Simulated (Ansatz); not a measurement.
**SnTe: pressure 50 GPa**

The parent structure is SnTe in the rock salt structure (space group Fm-3m, No. 225; a = 6.2887 Å).

One thing is altered: a hydrostatic pressure of 50 GPa.

Method: PBEsol (Ansatz, a quantum-chemistry and plane-wave program), scalar-relativistic without spin-orbit coupling. k-mesh 13×13×13 (Γ-centred); smearing 0.05 eV (Fermi–Dirac).

| quantity | base | changed | shift |
|---|---|---|---|
| density | 6.58 g/cm³ | 10.03 g/cm³ | +3.45 g/cm³ |
| lattice parameter a | 6.289 Å | 5.463 Å | -0.8252 Å |
| shortest interatomic distance | 3.144 Å | 2.732 Å | -0.4126 Å |
| enthalpy H = E + PV relative to the base's energy | – | +7.51 eV/atom | – |
| band gap (uncertain: the edges found look like a band crossing or inverted bands; the base alone) | 0.16 eV | zero | – |

Cost of the whole job for the changed cell (relaxation, final SCF and bands): very roughly 19 core-seconds.

Spin-orbit coupling, missing from the scalar runs, can matter with Te. Load acts through the strain it causes; cell and atoms are relaxed under it. No phonon test of stability was made. No other phases were tried under pressure. All final runs are without spin polarisation. The zero or small gap of SnTe can change with the level of theory.
